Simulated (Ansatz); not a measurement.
The parent structure is HfO2 in the fluorite structure (space group Fm-3m, No. 225; a = 5.058 Å).

One thing is altered: cell and atoms relaxed at a pressure of 30 GPa.

Calculations: r2SCAN (Ansatz, a program for electronic structure), no SOC.

Base, band edges from the VBM (valence, conduction): X 0.00, 4.30; W -0.22, 5.30; L -1.90, 5.12; Γ -0.65, 4.42; K -0.35, 4.81; U -0.35, 4.81 eV.

Q: Give the band edges at the high-symmetry points of the new zone, measured from its valence-band maximum.

A: 
| point | valence edge (eV) | conduction edge (eV) |
|---|---|---|
| Γ | -0.70 | 4.62 |
| X | 0.00 | 4.54 |
| U | -0.39 | 5.11 |
| K | -0.39 | 5.11 |
| L | -2.01 | 5.45 |
| W | -0.25 | 5.66 |

The gap is 4.54 eV, direct at X.

Spin-orbit coupling, missing from the scalar runs, can matter with Hf. Load acts through the strain it causes; cell and atoms are relaxed under it. Whether these cells are dynamically stable was not tested. No other phases were tried under pressure. This is not the structure that HfO2 has at room temperature and ambient pressure.
